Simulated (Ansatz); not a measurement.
**The (0001) surface of wurtzite CdS (in the relaxation 2 Cd–F bonds formed), Cd-terminated, 2x2 with 2 F on 4 top atoms (bottom of the slab: 2 H on 4 bottom sites)**

Level of theory: PBE (plane waves to 420 eV, PAW; Ansatz, an electronic-structure program).

Model: 36-atom slab, 14.5 Å thick at the start with caps and adatoms, 3x3x1 mesh, Fermi-Dirac 0.025 eV, dipole correction, 8 atoms held, the rest relaxed; no symmetry held; no spin, no spin-orbit, no U. It is one candidate, not shown to be the stable structure of the face.

```json
{
  "gap_of_the_slab_on_its_k_mesh": "1.42 eV",
  "highest_filled_level_below_the_top_vacuum_level": "6.46 eV",
  "energy_released_by_relaxation": "1.90 eV",
  "cost": "about 60 core-minutes (a rough figure)"
}
```
